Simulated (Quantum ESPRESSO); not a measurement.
A self-consistent single point of YMg3 (P6_3/mmc, 8 atoms in the cell) with Quantum ESPRESSO.

Method: LDA (PZ), GBRV 1.5 ultrasoft (LDA) pseudopotentials (plane waves; Quantum ESPRESSO).

```
YMg3
1.0
    6.68493     0.00000     0.00000
   -3.34246     5.78932     0.00000
    0.00000     0.00000     5.16703
Y Mg
2 6
Direct
  0.66667   0.33333   0.25000
  0.33333   0.66667   0.75000
  0.16262   0.32523   0.25000
  0.83739   0.67477   0.75000
  0.83739   0.16262   0.75000
  0.16262   0.83739   0.25000
  0.67477   0.83739   0.25000
  0.32523   0.16262   0.75000
```

Reference input (self-consistent single point, DFT, PBEsol, plane waves, GBRV 1.5 ultrasoft (PBESOL) pseudopotentials): ecutwfc = 40 Ry; ecutrho = 320 Ry; occupations = smearing; smearing = gaussian; degauss = 0.0147 Ry; potentials = {Y: y_pbesol_v1.4.uspp.F.UPF, Mg: mg_pbesol_v1.4.uspp.F.UPF}; K_POINTS = automatic 4 4 5 0 0 0; conv_thr = 1e-10 Ry; mixing_beta = 0.3. This run's input differs from it in these lines:

```diff
@@ -24,4 +24,4 @@
 ATOMIC_SPECIES
-Y     88.9058  y_pbesol_v1.4.uspp.F.UPF
-Mg    24.3050  mg_pbesol_v1.4.uspp.F.UPF
+Y     88.9058  y_lda_v1.4.uspp.F.UPF
+Mg    24.3050  mg_lda_v1.4.uspp.F.UPF
 ATOMIC_POSITIONS {angstrom}
```

The program printed (abridged):

```
     Self-consistent Calculation

     iteration #  1     ecut=    40.00 Ry     beta= 0.30

---- Real-time Memory Report at c_bands before calling an iterative solver
           506 MiB given to the printing process from OS
           136 MiB allocation reported by mallinfo(arena+hblkhd)
------------------

     Threshold (ethr) on eigenvalues was too large:
     Diagonalizing with lowered threshold

---- Real-time Memory Report at c_bands before calling an iterative solver
           577 MiB given to the printing process from OS
           175 MiB allocation reported by mallinfo(arena+hblkhd)
------------------

   [... lines left out ...]

---- Real-time Memory Report at c_bands before calling an iterative solver
           600 MiB given to the printing process from OS
           195 MiB allocation reported by mallinfo(arena+hblkhd)
------------------

     total energy              =    -936.06129122 Ry
     estimated scf accuracy    <          2.2E-09 Ry

     iteration # 12     ecut=    40.00 Ry     beta= 0.30

---- Real-time Memory Report at c_bands before calling an iterative solver
           600 MiB given to the printing process from OS
           195 MiB allocation reported by mallinfo(arena+hblkhd)
------------------
     End of self-consistent calculation

     the Fermi energy is     6.4820 ev

!    total energy              =    -936.06129123 Ry
     estimated scf accuracy    <          1.0E-10 Ry
     smearing contrib. (-TS)   =      -0.01028249 Ry
     internal energy E=F+TS    =    -936.05100873 Ry

     convergence has been achieved in  12 iterations

     Forces acting on atoms (cartesian axes, Ry/au):

     atom    1 type  1   force =     0.00000000   -0.00000000   -0.00000000
     atom    2 type  1   force =     0.00000000    0.00000000    0.00000000
     atom    3 type  2   force =     0.00000000    0.00196263    0.00000000
     atom    4 type  2   force =    -0.00000000   -0.00196263    0.00000000
     atom    5 type  2   force =    -0.00169969    0.00098132   -0.00000000
   [... lines left out ...]

     Total force =     0.004807     Total SCF correction =     0.000023

          total   stress  (Ry/bohr**3)                   (kbar)     P=      -25.39
  -0.00017869   0.00000000   0.00000000          -26.29        0.00        0.00
   0.00000000  -0.00017869  -0.00000000            0.00      -26.29       -0.00
   0.00000000  -0.00000000  -0.00016032            0.00       -0.00      -23.58

   JOB DONE.
```

The run converged in 12 iterations. Against the reference run the pressure goes from -0.93 to -2.54 GPa and the largest force goes from 0.033 to 0.050 eV/Å.

The starting cell comes from a database of computed structures (which also holds hypothetical and non-ambient phases and stackings), without a prior relaxation at this level.

Cost on one core of a shared machine: roughly 2 min.
